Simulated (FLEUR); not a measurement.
Band structure of Cr (Im-3m, 1 atom in the cell).

```
Cr
1.0
   -1.41840     1.41840     1.41840
    1.41840    -1.41840     1.41840
    1.41840     1.41840    -1.41840
Cr
1
Direct
  0.00000   0.00000   0.00000
```
Moments meant for the start (each program seeds them in its own way; μB, in the order of the atoms Cr): 3.0.

Level of theory: PBE, all-electron FLAPW (FLEUR), scalar-relativistic valence.

Settings: Kmax = 3.6 1/bohr; GmaxXC = 14.4 1/bohr; xcFunctional = pbe; jspins = 2; l_soc = F; mode = hist; fermiSmearingEnergy = 0.00367493 Htr; mesh (inpgen div1-3) = 13 13 13; inpgen gamma flag = false; Gmax = 14.4 1/bohr; numbands = 0; maxIterBroyd = 15; imix = Anderson; alpha = 0.05.

The starting cell was generated: these elements placed on a structure prototype, without a prior relaxation; it need not be a known phase or ordering of this composition. Its lattice was rescaled by a random factor within 2.5 % of one. Values depend on the basis (sphere radii, cutoffs, local orbitals), which need not be converged.

Levels in eV from the Fermi level, bands 4 to 11 of the first spin channel:
| point | 4 | 5 | 6 | 7 | 8 | 9 | 10 | 11 |
|---|---|---|---|---|---|---|---|---|
| Γ | -42.74 | -7.92 | -0.94 | -0.94 | -0.94 | 1.18 | 1.18 | 22.44 |
| H | -43.39 | -4.41 | -4.41 | 2.48 | 2.48 | 2.48 | 10.69 | 10.69 |
| N | -42.75 | -4.49 | -2.51 | 1.13 | 1.15 | 1.52 | 2.92 | 10.32 |
| P | -43.20 | -2.39 | -2.39 | -2.39 | 1.54 | 1.54 | 10.51 | 10.51 |
